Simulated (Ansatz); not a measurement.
Reference: ZrB2 (P6/mmm), PBEsol, DFPT electron-phonon coupling, linearised Boltzmann equation (plane waves, PAW, scalar-relativistic; Ansatz, an electronic-structure program); geometry: relaxed with this functional, without spin-orbit coupling.

```xyz
3
Lattice="3.1541 0.0000 0.0000 -1.5770 2.7315 0.0000 0.0000 0.0000 3.5083" Properties=species:S:1:pos:R:3 pbc="T T T"
Zr     0.0000     0.0000     0.0000
B      0.0000     1.8210     1.7541
B      1.5770     0.9105     1.7541
```

- resistivity at 300 K = 4.8 μΩ·cm

Problem. Replace Zr by Ti on the same sites and relax. What happens?

Solution. TiB₂ (P6/mmm): volume per atom 10.1 to 8.4 Å³; resistivity at 300 K rises (4.8 μΩ·cm to 6.4 μΩ·cm).

Problem. Replace Zr by Hf on the same sites and relax. What happens?

Solution. HfB$_{2}$ (P6/mmm): volume per atom 10.1 to 9.7 Å³; resistivity at 300 K stays about the same (4.8 μΩ·cm to 4.7 μΩ·cm).

Problem. Swap Zr for Mg, keeping the structure type. How do these values move?

Solution. MgB₂ (P6/mmm): volume per atom 10.1 to 9.5 Å³; resistivity at 300 K rises (4.8 μΩ·cm to 5.8 μΩ·cm).

Moves up to 13 % count as about the same. Metals; harmonic phonons alone scatter; means over directions. Halving the electron mesh moves these values by up to 9 %; q meshes are mostly untested. Some of the runs warned that the eigensolver left states short of its tolerance. Spin-orbit coupling is left out.

The missing spin-orbit coupling matters most for HfB2 (P6/mmm).
